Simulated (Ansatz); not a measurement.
The starting structures come from a database of crystals and need not be the phases stable at ambient conditions.

Given:

```yaml
crystal:
  lattice:
    - [3.45619, 0.00000, 0.00000]
    - [0.00000, 3.62580, 0.00000]
    - [0.00000, 0.00000, 11.05468]
  atoms:
    - { symbol: Pt, position: [0.50000, 0.00000, 0.00000] }
    - { symbol: Pt, position: [0.00000, 0.50000, 0.50000] }
    - { symbol: Cl, position: [0.00000, 0.04941, 0.86119] }
    - { symbol: Cl, position: [0.00000, 0.95059, 0.13881] }
    - { symbol: Cl, position: [0.50000, 0.54941, 0.63881] }
    - { symbol: Cl, position: [0.50000, 0.45059, 0.36119] }
```

Space group of this cell: Pnnm. The cell was relaxed by PBE-D3(BJ); by PBEsol its mean pressure is -1.9 GPa.

Transport runs along the normal of the first two printed cell vectors.

No gap correction and no spin-orbit coupling; mid-gap values are interpolated between computed energies.

Give the band gap and the smallest decay constant κ at mid-gap that PBEsol in Ansatz (a program for electronic structure) yields.

Gap 0.63 eV on a 10×8×4 mesh; κ = 0.207 1/Å, at (0.300, 0.000) of the in-plane reciprocal vectors. At the zone centre, at the nearest computed energy, the slowest state has κ = 0.39 1/Å.
